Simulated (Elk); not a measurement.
# Cost against accuracy: ngridk for MnO (Fm-3m, 2 atoms in the cell)

```yaml
crystal:
  lattice:
    - [0.00000, 2.23169, 2.23169]
    - [2.23169, 0.00000, 2.23169]
    - [2.23169, 2.23169, 0.00000]
  atoms:
    - { symbol: Mn, position: [0.00000, 0.00000, 0.00000], spin: 4.0 }
    - { symbol: O, position: [0.50000, 0.50000, 0.50000] }
```
(The spins are starting values, not results.)

Method: Elk with PBE+U, all-electron FP-LAPW, Elk's shipped species files, APW+lo basis with extra local orbitals.

Base settings: xctype = 20; spinpol = true; rgkmax = 8; swidth = 0.00367493 Ha; dft+u = [[1, 1], [1, 2, 0.143322, 0.0]] Ha; ngridk = 7 7 7; reducebf = 0.5; gmaxvr = 14 1/bohr; nxlo = 2; lorbcnd = true.

Misses are taken against the tightest run, 25 25 25, which need not be fully converged itself. The energy is the free energy per atom.

Core times come from one kind of shared machine and are given to one figure; runs under 30 s give none.

The starting cell comes from a database of computed structures (which also holds hypothetical and non-ambient phases and stackings), without a prior relaxation at this level. Its lattice was rescaled by a random factor within 2.5 % of one. With one magnetic atom in the cell only a parallel order is possible. With U or open f shells several self-consistent states can exist. Values depend on the basis (sphere radii, cutoffs, local orbitals), which need not be converged.

```tsv
ngridk	energy less reference (meV/atom)	core time / reference (rough)
1 1 1	3874.90	–
2 2 2	416.70	–
3 3 3	44.67	–
4 4 4	6.61	–
5 5 5	1.96	–
6 6 6	0.10	–
7 7 7	0.13	–
9 9 9	-0.13	0.09
10 10 10	-0.11	0.1
12 12 12	0.02	0.2
14 14 14	-0.02	0.2
17 17 17	-0.01	0.3
20 20 20	0.00	0.6
25 25 25	0.00	1
```

Coarsest setting among those run that, with all tighter ones, holds the energy within 10 meV/atom of the reference: 4 4 4, off by 6.6 meV/atom; it ran in under 30 s, against roughly 400 s for the reference.

Coarsest setting among those run that, with all tighter ones, holds the energy within 5 meV/atom of the reference: 5 5 5, off by 2.0 meV/atom; it ran in under 30 s, against roughly 400 s for the reference.
